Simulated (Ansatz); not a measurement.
**NaCl: band gap against strain**

NaCl (rock salt, Fm-3m, 21.969 Å³/atom at rest, cube axes along x, y and z) under a strain ε along a cube axis (axis z), the other axes held. PBEsol in Ansatz, a plane-wave DFT program (PAW, default set), 420 eV, 10×10×10 Γ-centred mesh, Fermi-Dirac smearing 0.05 eV; ions are relaxed within the symmetry of each cell. Gaps are the smallest over the k-mesh and a band path, without spin-orbit coupling; in all rows the valence edge lies at Γ and the conduction edge at Γ.

Here s stands for strain and Eg for gap.

| strain (%) | gap (eV) |
|---|---|
| 0.00 | 5.012 |
| 0.50 | 4.990 |
| 1.00 | 4.970 |
| 1.50 | 4.949 |
| 3.00 | ? |

Fit Eg against s with a straight line, and predict the withheld value at s = 3.00.

Means: s 0.75000, Eg 4.9802. About the means, the sum of products is -0.052250 and the sum of squares of s is 1.2500; the slope is their ratio. Least squares gives Eg = 5.0116 - 0.04180·s. Residuals (row less fit): 0.0004, -0.0007, 0.0002, 0.0001; standard error 0.0006 (degrees of freedom: 2). Over these rows the gap moves by -4.2 ± 0.05 eV per unit strain. At the withheld row, Eg = 5.0116 - 0.04180 × 3.0 = 4.8862 eV. The calculation gives 4.890 eV, 0.0038 eV above the prediction (3.1 % of the range of Eg in the table). The row lies outside the fitted rows, so this is an extrapolation. The fitted rows scatter only by rounding.

One order more, fitted to all 7 runs of the series, follows each within 0.001, so the miss is the next term of a smooth law. Rows are the converged runs of the series near zero and its far end; series whose fitted rows scatter by over a few per cent of the range, as at a crossing or softening among them, aren't shown in this form. Most that stay on the fit to the last digits aren't either.
